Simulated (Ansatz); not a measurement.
# Ru: energy against strain

Ru (hcp, P6_3/mmc, 13.327 Å³/atom at rest, c along z) under a strain ε along c (axis z), the other axes held. PBEsol in Ansatz, a plane-wave DFT program (PAW, default set), 420 eV, 25×25×14 Γ-centred mesh, Fermi-Dirac smearing 0.10 eV; ions are relaxed within the symmetry of each cell.

Here s stands for strain and y for E less E0.

```csv
strain (%),E less E0 (meV/atom)
-1.50,6.52
-1.00,2.78
-0.50,0.63
0.00,0.00
0.50,0.85
1.00,3.11
1.50,6.74
3.00,?
```

Task: Using a parabola, estimate the missing y at s = 3.00 from the other rows, showing the fit.

Result: Least squares gives y = 0.001 + 0.1100·s + 2.9457·s². Residuals (row less fit): 0.056, -0.057, -0.052, -0.001, 0.058, 0.053, -0.054; standard error 0.067 (degrees of freedom: 4). Twice the quadratic coefficient over the volume, 2 × 2.9457 meV × 10⁴ × 0.1602 / 13.327 Å³, is the elastic constant C33 = 708 ± 7 GPa. At the withheld row, y = 0.001 + 0.1100 × 3.0 + 2.9457 × 3.0² = 26.842 meV/atom. The calculation gives 25.30 meV/atom, 1.542 meV/atom below the prediction (6.1 % of the range of y in the table). The row lies outside the fitted rows, so this is an extrapolation. From the scatter of the fitted rows alone, a prediction at this place has a standard error of 0.258 meV/atom, so the miss is 6.0 times that.

One order more, fitted to all 13 runs of the series, follows each within 0.01, so the miss is the next term of a smooth law. In a metal these values are sensitive to mesh and smearing; energies are taken to zero smearing, stresses follow the free energy. Rows are the converged runs of the series near zero and its far end; series whose fitted rows scatter by over a few per cent of the range, as at a crossing or softening among them, aren't shown in this form. Most that stay on the fit to the last digits aren't either.
